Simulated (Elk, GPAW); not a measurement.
A GPAW input for a self-consistent single point of SiC (P6_3mc, 4 atoms in the cell) (DFT PBE, plane waves, GPAW PAW datasets PBE (gpaw-data 1.0.1)):

```python
from ase import Atoms
from ase.units import GPa
from gpaw import GPAW, PW, FermiDirac

atoms = Atoms(['Si', 'Si', 'C', 'C'],
              cell=[[3.012040, 0.000000, 0.000000],
                    [-1.506020, 2.608503, 0.000000],
                    [0.000000, 0.000000, 4.944345]],
              positions=[[-0.000002, 1.739003, 2.470195],
                         [1.506022, 0.869500, 4.942367],
                         [-0.000002, 1.739003, 4.328280],
                         [1.506022, 0.869500, 1.856107]],
              pbc=True)

calc = GPAW(mode=PW(950),
            xc='PBE',
            kpts={'size': (6, 6, 4), 'gamma': True},
            occupations=FermiDirac(0.02),
            nbands=-6,
            convergence={'forces': 0.001, 'bands': -4},
            symmetry={'symmorphic': False, 'tolerance': 0.0005},
            maxiter=150,
            txt='-')

atoms.calc = calc

energy = atoms.get_potential_energy()
print('Energy (eV):', round(energy, 6))
forces = atoms.get_forces()
print('Forces (eV/Ang):')
print(forces.round(5))
stress = atoms.get_stress()
print('Stress (GPa, Voigt):', (stress / GPa).round(4))
```

Question: Translate this input to Elk.

Answer: One input that does it (others would too):

```
tasks
  0

xctype
  20

rgkmax
  7.0

rmtscf
  0.83

stype
  3

swidth
  0.000734986

avec
    5.6919305049    0.0000000398    0.0000000000
   -2.8459652869    4.9293563939    0.0000000000
    0.0000000000    0.0000000000    9.3434579157

atoms
  2   : nspecies
  'Si.in'   : spfname
  2   : natoms; atposl, bfcmt below
  0.3333333333  0.6666666667  0.4996000000    0.0 0.0 0.0
  0.6666666667  0.3333333333  0.9996000000    0.0 0.0 0.0
  'C.in'   : spfname
  2   : natoms; atposl, bfcmt below
  0.3333333333  0.6666666667  0.8754000000    0.0 0.0 0.0
  0.6666666667  0.3333333333  0.3754000000    0.0 0.0 0.0

ngridk
  6 6 4
```

Basis settings and potentials, where a program has them, do not carry over. This input uses DFT, PBE, all-electron FP-LAPW, Elk's shipped species files, default APW+lo basis.

The starting cell comes from a database of computed structures (which also holds hypothetical and non-ambient phases and stackings), without a prior relaxation at this level. For this run, on top of that: lattice scaled by 0.98.
